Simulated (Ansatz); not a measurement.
Take Bi in the diamond structure (space group Fd-3m, No. 227; a = 7.1646 Å; a hypothetical phase, not in the database extracts checked) as the base.

Structures relaxed with PBEsol, PAW, 420 eV (Ansatz, a first-principles code; no spin-orbit coupling).

Base:

Simulated powder pattern, Cu Kα, λ = 1.54184 Å (kinematic, ideal powder, no thermal factors, no anomalous dispersion; the 8 strongest lines at most, above 2 %, up to 2θ = 90°):

```tsv
2θ (°)	I/Imax (%)	hkl
21.48	100	(111)
35.44	87	(220)
41.82	56	(311)
50.99	16	(400)
55.94	24	(331)
63.62	33	(422)
67.99	18	(333)
79.07	18	(531)
```

The change: a hydrostatic pressure of 10 GPa.

Problem. How do the reflections move or split?

Solution. 
Simulated powder pattern, Cu Kα, λ = 1.54184 Å (kinematic, ideal powder, no thermal factors, no anomalous dispersion; the 8 strongest lines at most, above 2 %, up to 2θ = 90°):

| 2θ (°) | I/Imax (%) | hkl |
|---|---|---|
| 22.98 | 100 | (111) |
| 37.97 | 85 | (220) |
| 44.85 | 54 | (311) |
| 54.79 | 15 | (400) |
| 60.19 | 23 | (331) |
| 68.60 | 32 | (422) |
| 73.41 | 17 | (511) |
| 85.77 | 18 | (531) |

The indices refer to the base's conventional cell; one index is shown for lines that coincide.

Load acts through the strain it causes; cell and atoms are relaxed under it. Stability against distortions was not tested. Competing high-pressure phases were not computed.
